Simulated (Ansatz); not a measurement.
Start from ZnF$_{2}$ in the rutile structure (space group P4_2/mnm, No. 136).

```xyz
6
Lattice="4.7173 0.0000 0.0000 0.0000 4.7173 0.0000 0.0000 0.0000 3.1285" Properties=species:S:1:pos:R:3 pbc="T T T"
Zn     0.0000     0.0000     0.0000
Zn     2.3587     2.3587     1.5643
F      1.4333     1.4333     0.0000
F      3.7919     0.9254     1.5643
F      0.9254     3.7919     1.5643
F      3.2841     3.2841     0.0000
```

Method: PBEsol (Ansatz, a quantum-chemistry and plane-wave program, PAW, no spin-orbit coupling).

Strains are applied to the cell and any free atomic positions relax.

One change was made to it. Results:

| quantity | base | after |
|---|---|---|
| electron mass | 0.40 mₑ along c, 0.44 mₑ across (at Γ) | 0.41 mₑ along c, 0.44 mₑ across (at Γ) |
| pressure (mean of the normal stresses, compression positive) | 0.00 GPa | 12.87 GPa |
| mean gap deformation potential ΔEg/Δln V | – | -1.0 eV |

What was done to the base?
A) isotropic strain −1.20 %
B) isotropic strain −2.40 %
C) isotropic strain −1.80 %
D) isotropic strain −0.60 %
E) isotropic strain −3.00 %

E, isotropic strain −3.00 %. For comparison, the pressure in the other runs: isotropic strain −2.40 % gives 9.82 GPa; isotropic strain −1.20 % gives 4.47 GPa; isotropic strain −0.60 % gives 2.13 GPa; isotropic strain −1.80 % gives 7.03 GPa.

Masses are band curvatures over ±0.01 Å⁻¹ around the edge. Whether these cells are dynamically stable was not tested.
